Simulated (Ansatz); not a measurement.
We consider bcc Eu, described by PBEsol in Ansatz (plane waves, PAW).

Run with plane-wave cutoff 520 eV, 18×18×18 k mesh, Fermi–Dirac smearing 0.05 eV, spin-polarised with parallel moments, scalar-relativistic PAW data made under PBE.

Computed points:

```tsv
V (Å³/atom)	E − E_lowest (meV/atom)
35.724	7.42
36.484	3.18
37.244	0.77
38.004	0.00
38.765	0.73
39.525	2.83
40.285	6.17
```

**Question.** Estimate the bulk modulus and its pressure derivative from these points.

**Answer.** V0 = 38.001 Å³/atom, B0 = 15.8 GPa, B′ = 3.8 (fit to the energies at full precision).

Measured, for comparison: bulk modulus 10.9 ± 0.6 GPa (room temperature, no zero-point or thermal correction, sources range from 10.9 to 11.7; as tabulated in arXiv:1012.3782); equilibrium volume per atom 48.10 Å³/atom (293 K, no zero-point or thermal correction; as tabulated in Wikipedia's data pages). Computed less measured: bulk modulus +45 % (+35 % to +45 % over the range), equilibrium volume per atom -21.0 %.

Note: the 4f shell is treated without U or exact exchange, so its levels and filling can be wrong; the collinear magnetic order is the start's and need not be the measured one.

Spin–orbit coupling is not included.

Computed values are for the static lattice.

Ansatz is a quantum-chemistry and plane-wave program.
